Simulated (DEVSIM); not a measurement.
Device: Si/Ge p-n heterojunction, at 350 K.

```csv
layer (left to right),material,thickness (μm),Nd (cm⁻³),Na (cm⁻³),τn (s),τp (s)
1,Si,0.0300,-,1.5e18,7.9e-7,7.9e-7
2,Ge,0.300,2.8e15,-,7.9e-7,7.9e-7
```

Left contact: ohmic. Right contact: ohmic. Voltage is applied to the left contact. Recombination: SRH at mid-gap, Auger. Mobility is μmin + (μ − μmin)/(1 + (N/Nref)^α).

Constants are typed, rounded textbook-type inputs, not results; the design itself was drawn at random and stands for no fabricated device. Values at 300 K; Nc and Nv go as T^1.5, mobilities as T to minus their exponent, the gap by Varshni's rule with the affinity fixed.

```
parameter               Si        Ge
----------------  --------  --------
gap (eV)             1.124     0.664
affinity (eV)         4.05         4
permittivity          11.7        16
Nc (cm⁻³)          2.86e19   1.04e19
Nv (cm⁻³)           3.1e19      6e18
μn (cm²/Vs)           1417      3900
μp (cm²/Vs)            470      1900
μn,min                  52       150
μp,min                  45       100
Nref,n              9.7e16    2.6e17
Nref,p              2.2e17      4e17
αn                    0.68      0.56
αp                    0.72       0.6
T exponent of μn       2.3      1.66
T exponent of μp       2.2      2.33
Cn (cm⁶/s)         2.8e-31     1e-31
Cp (cm⁶/s)         9.9e-32     1e-31
Varshni α (eV/K)  0.000473  0.000477
Varshni β (K)          636       235
```

Simulated with DEVSIM: 1D drift-diffusion, Boltzmann statistics, complete ionisation; no tunnelling, impact ionisation, image-force lowering or self-heating. Band offsets follow the typed affinities; no thermionic-emission limit at abrupt steps, no polarisation charge.

Q: Tabulate band edges, carrier densities and field at zero bias.

A: Energies count from the Fermi level of the right contact; mesh points crowd at the junctions.

| x (μm) | Ec (eV) | Ev (eV) | n (cm⁻³) | p (cm⁻³) | field (V/cm) |
|---|---|---|---|---|---|
| 0.000 | 1.012 | -0.098 | 95000 | 1.5e18 | -3800 |
| 0.002533 | 1.011 | -0.099 | 99000 | 1.4e18 | -4800 |
| 0.006321 | 1.009 | -0.102 | 110000 | 1.3e18 | -11000 |
| 0.01108 | 0.999 | -0.112 | 150000 | 9.5e17 | -36000 |
| 0.01887 | 0.930 | -0.181 | 1500000 | 9.6e16 | -160000 |
| 0.02364 | 0.828 | -0.283 | 4.3e7 | 3.3e15 | -270000 |
| 0.02744 | 0.710 | -0.401 | 2.2e9 | 6.6e13 | -360000 |
| 0.03062 | 0.645 | 0.001 | 6.8e9 | 7.7e18 | -230000 |
| 0.03367 | 0.598 | -0.046 | 3.2e10 | 1.6e18 | -110000 |
| 0.03836 | 0.562 | -0.083 | 1.1e11 | 4.9e17 | -59000 |
| 0.04644 | 0.526 | -0.119 | 3.5e11 | 1.5e17 | -34000 |
| 0.06374 | 0.482 | -0.163 | 1.5e12 | 3.5e16 | -20000 |
| 0.08479 | 0.447 | -0.197 | 4.8e12 | 1.1e16 | -14000 |
| 0.1173 | 0.407 | -0.237 | 1.8e13 | 2.9e15 | -11000 |
| 0.1860 | 0.343 | -0.302 | 1.5e14 | 3.4e14 | -8000 |
| 0.2422 | 0.303 | -0.342 | 5.8e14 | 9.1e13 | -6300 |
| 0.2749 | 0.283 | -0.361 | 1.1e15 | 4.8e13 | -5600 |
| 0.2961 | 0.272 | -0.373 | 1.6e15 | 3.3e13 | -5200 |
| 0.3135 | 0.263 | -0.381 | 2.1e15 | 2.4e13 | -5000 |
| 0.3216 | 0.259 | -0.385 | 2.5e15 | 2.1e13 | -5000 |
| 0.3263 | 0.257 | -0.388 | 2.7e15 | 2.0e13 | -5000 |
| 0.3300 | 0.255 | -0.390 | 2.8e15 | 1.9e13 | -5000 |
